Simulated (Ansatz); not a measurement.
Consider a periodic stack without vacuum, hexagonal La2O3 (1 0 0) on zinc-blende GaAs (0 0 1) (film strained to the substrate, started from cuts of the bulks and a machine-learned relaxation; slabs As18Ga15 and La16O22, which can lie off the formulas): substrate slab As18Ga15, film La16O22, surface cells [[-3, 0], [-1, -1]] and [[0, 2], [-1, 0]], film strained by -1.5 and +3.1 %, outermost planes As/As and LaO/LaO as cut, which need not be the usual terminations and can put a slab off its formula. Its start:

```
CELL_PARAMETERS angstrom
     12.18837     0.00000    -0.01845
      0.00000     4.06279    -0.06734
     -0.38608     0.50785    30.03077
ATOMIC_POSITIONS crystal
  As 0.66953 0.40101 0.12245
  As 0.32877 0.39479 0.12519
  As 0.99529 0.40608 0.14128
  As 0.48855 0.91564 0.02472
  As 0.09816 0.84488 0.04041
  As 0.88906 0.86998 0.03496
  As 0.66926 0.44828 0.32239
  As 0.34692 0.44821 0.32183
  As 0.00717 0.43333 0.32368
  As 0.50582 0.92302 0.22132
  As 0.17765 0.92638 0.22871
  As 0.82692 0.92325 0.22871
  As 0.67769 0.52690 0.52170
  As 0.34649 0.55308 0.51736
  As 0.01015 0.67853 0.48725
  As 0.51231 0.00160 0.41923
  As 0.17926 0.92498 0.42021
  As 0.84344 0.92993 0.42141
  Ga 0.67076 0.90040 0.17238
  Ga 0.33478 0.89341 0.17468
  Ga 0.00050 0.91238 0.18739
  Ga 0.84962 0.38099 0.08357
  Ga 0.49487 0.42278 0.07250
  Ga 0.14444 0.35629 0.08821
  Ga 0.67294 0.94951 0.37061
  Ga 0.34702 0.94872 0.37052
  Ga 0.00917 0.93931 0.37298
  Ga 0.83634 0.43087 0.27718
  Ga 0.50646 0.41706 0.27044
  Ga 0.17591 0.43167 0.27708
  Ga 0.82428 0.41755 0.47050
  Ga 0.51373 0.50521 0.46842
  Ga 0.19281 0.40826 0.46995
  La 0.98874 0.13010 0.57627
  La 0.49805 0.08401 0.57903
  La 0.24999 0.61229 0.62529
  La 0.74689 0.58809 0.62883
  O  0.85887 0.13690 0.67564
  O  0.34723 0.09663 0.67328
  O  0.15464 0.11286 0.60503
  O  0.65102 0.09205 0.62000
  O  0.94363 0.62634 0.61028
  O  0.45365 0.59582 0.61633
  La 0.97798 0.62023 0.70031
  La 0.47936 0.62322 0.69800
  La 0.23144 0.11459 0.73485
  La 0.73425 0.11480 0.73609
  O  0.86897 0.62636 0.77979
  O  0.35121 0.61514 0.77281
  O  0.16707 0.61216 0.69463
  O  0.67854 0.61671 0.70051
  O  0.03474 0.12059 0.73942
  O  0.53771 0.11854 0.73477
  La 0.98563 0.12882 0.81312
  La 0.48724 0.13825 0.80959
  La 0.23716 0.62076 0.84809
  La 0.74436 0.63003 0.85075
  O  0.84965 0.10766 0.90584
  O  0.37426 0.14641 0.87311
  O  0.17657 0.12509 0.81481
  O  0.70150 0.12822 0.81625
  O  0.03526 0.63249 0.85691
  O  0.54993 0.63390 0.84365
  La 0.99468 0.67165 0.93064
  La 0.47544 0.63602 0.91501
  La 0.26474 0.15179 0.96712
  La 0.71103 0.13030 0.96242
  O  0.27705 0.64758 0.93086
  O  0.67419 0.62424 0.92871
  O  0.09248 0.15807 0.93885
  O  0.50513 0.13927 0.95533
```

The start was prepared with a machine-learned potential, and the result is one local minimum, with the in-plane cell held and forces under 0.04 eV/Å; the film can end far from its bulk form.

These are PBE (plane waves to 420 eV, PAW; Ansatz, a quantum-chemistry and plane-wave program) values and carry that method's errors. Scalar-relativistic, without spin–orbit coupling; the runs are not spin-polarised; PBE gaps are too small against experiment. Its k-point mesh 2×6×1, Fermi–Dirac width 0.05 eV.

Question: Predict the relaxed interface.

Answer: 
| Property | Result |
|---|---|
| interface area | 49.5 Å² |
| period | 30.17 Å |
| heights between the nearest atoms of the two slabs at the two interfaces | 2.06 and 1.92 Å |
| As–La contacts across the interfaces within 1.22 times the sum of covalent radii | 17, mean 3.48 Å |
| Ga–La contacts across the interfaces within 1.22 times the sum of covalent radii | 2, mean 3.83 Å |
